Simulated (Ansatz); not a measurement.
Input:

```yaml
crystal:
  lattice:
    - [3.76063, 0.00000, 0.00000]
    - [0.00000, 3.76063, 0.00000]
    - [0.00000, 0.00000, 30.95499]
  atoms:
    - { symbol: F, position: [0.25000, 0.75000, 0.24331] }
    - { symbol: K, position: [0.75000, 0.25000, 0.24244] }
    - { symbol: F, position: [0.75000, 0.25000, 0.32771] }
    - { symbol: K, position: [0.25000, 0.75000, 0.32814] }
    - { symbol: F, position: [0.25000, 0.75000, 0.41411] }
    - { symbol: K, position: [0.75000, 0.25000, 0.41398] }
    - { symbol: F, position: [0.75000, 0.25000, 0.50000] }
    - { symbol: K, position: [0.25000, 0.75000, 0.50000] }
    - { symbol: F, position: [0.25000, 0.75000, 0.58589] }
    - { symbol: K, position: [0.75000, 0.25000, 0.58602] }
    - { symbol: F, position: [0.75000, 0.25000, 0.67229] }
    - { symbol: K, position: [0.25000, 0.75000, 0.67186] }
    - { symbol: F, position: [0.25000, 0.75000, 0.75669] }
    - { symbol: K, position: [0.75000, 0.25000, 0.75756] }
```

No spin polarisation.

Computed with r2SCAN (Ansatz, a quantum-chemistry and plane-wave program, PAW, no spin-orbit coupling). Settings: 9×9×1 k-points, 0.05 eV Fermi–Dirac smearing. The cell is a slab with vacuum along z.

Problem. What layer's space group (with vacuum) does the calculation give?

Solution. P4/mmm (No. 123).

Problem. Estimate the band gap.

Solution. 6.07 eV.

Whether these cells are dynamically stable was not tested. The cell was made from KF in the rock salt structure (space group Fm-3m, No. 225) by this change: a free-standing slab of 7 layers (14 atoms, 2 a layer) is cut normal to the z axis, with 15 Å of vacuum and the in-plane cell held at bulk.
